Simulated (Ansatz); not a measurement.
## GaAs with two functionals, As → P

Start from GaAs in the zinc blende structure (space group F-43m, No. 216; a = 5.746 Å).

(Cell as relaxed with PBE.)

Levels (all Ansatz, a first-principles code, PAW): PBE (420 eV, spin-orbit coupling left out); r2SCAN (500 eV, no spin-orbit coupling).

Each level relaxes its own structure.

```tsv
base	PBE	r2SCAN
volume per atom	23.71 Å³	22.75 Å³
lattice parameter a	574.6 pm	566.7 pm
band gap	0.16 eV	0.96 eV
```

The change: P takes the place of As on all its sites; the structure is relaxed again.

```csv
quantity,PBE,r2SCAN
"hole mass (degenerate bands, along [100])","0.098, 0.40, 0.40 mₑ (at Γ)",___
gap character,direct at Γ,___
band gap,1.58 eV,___
```

Task: Given the PBE results, estimate those of r2SCAN.

Result: 
- hole mass (degenerate bands, along [100]), r2SCAN: 0.13, 0.37, 0.37 mₑ (at Γ)
- gap character, r2SCAN: indirect, Γ → Γ–X (87 % along)
- band gap, r2SCAN: 1.85 eV

They disagree on the gap character; PBE's band gap lies 0.27 eV below r2SCAN's. Neither level is exact; r2SCAN is the comparison here, not a measurement.

Effective masses come from finite differences of ±0.01 Å⁻¹. Whether these cells are dynamically stable was not tested. A zero or small gap of GaAs can be the functional's error rather than a property of the material.
